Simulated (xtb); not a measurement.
xtb 6.7.1, GFN1-xTB: Zn(OMe)(fmdH)(OH2)2 (C[O][Zn]1(<-[OH2])(<-[OH2])[NH]C=[NH]->1), 18 atoms. The geometry is a generated start, not checked to be a minimum at this level.

run flags: --grad
method: GFN1-xTB
--acc: 1 (default)
--etemp (K): 300 (default)
basis functions: 52
valence electrons: 48

```xyz
18

Zn    -0.1446     0.0423     0.3526
O     -0.2920     0.1210    -1.4978
C      0.6577    -0.0377    -2.5007
H      1.0241    -1.0725    -2.5625
H      0.1916     0.2162    -3.4636
H      1.5281     0.6173    -2.3624
C      1.2692    -0.3771     2.1875
N      1.2179     0.7924     1.6167
N      0.5108    -1.3052     1.6745
H      1.9179    -0.5719     3.0451
H      1.8060     1.5129     2.0091
H      0.5394    -2.2074     2.1259
O     -2.1427    -1.0017    -0.0402
H     -2.0487    -1.9466     0.1085
H     -1.8245    -0.8331    -0.9453
O     -1.4826     1.8201     0.4090
H     -1.8200     1.6437    -0.4784
H     -0.9076     2.5872     0.3222
```

Charge 0 and multiplicity 1 are set for this test and not shown to be the ground state.

One run each on 1 thread. Values of broydamp tried: 0.02, 0.05, 0.1, 0.2, 0.4 (default), 0.6, 0.8, 1.

### Question
Predict the course of the SCC iterations along this series.

### Answer
Fewest SCC iterations, within one of each other: 0.4 (default) with 10, 0.6 with 11. The count rises to 20 at 0.02. All converge to one solution.

```tsv
broydamp	SCC iterations	end
0.02	20	same solution
0.05	16	same solution
0.1	14	same solution
0.2	12	same solution
0.4 (default)	10	same solution
0.6	11	same solution
0.8	12	same solution
1	13	same solution
```
